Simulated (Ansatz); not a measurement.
Structures of equal composition on the (111) surface of fcc Pt: a layer of Au in place of the second plane; a layer of Au in place of the third plane. The slabs share one bottom face, and each structure is named by its start. These are constructed structures in small cells; real faces may alloy, dewet or reconstruct in larger ones, and not all known structures of the face are among them. Slabs of about 11 Å with all that they carry, Fermi-Dirac smearing of 0.1 eV. Bottom of the slabs: a bare face, its two planes held. Relaxed from the named starts with such symmetry as they have, on meshes of like density; energies extrapolated to zero smearing; no spin-orbit coupling, no U. Spin-polarised runs, if any, are marked in brackets, and their order is one that fits the cell; the others ran without spin.

Computed with PBE (plane waves to 420 eV, PAW; Ansatz, a quantum-chemistry and plane-wave program).

Order them by energy per 1x1 cell (lowest first) at the level PBE.

a layer of Au in place of the second plane (0.000 eV), a layer of Au in place of the third plane (0.124 eV)
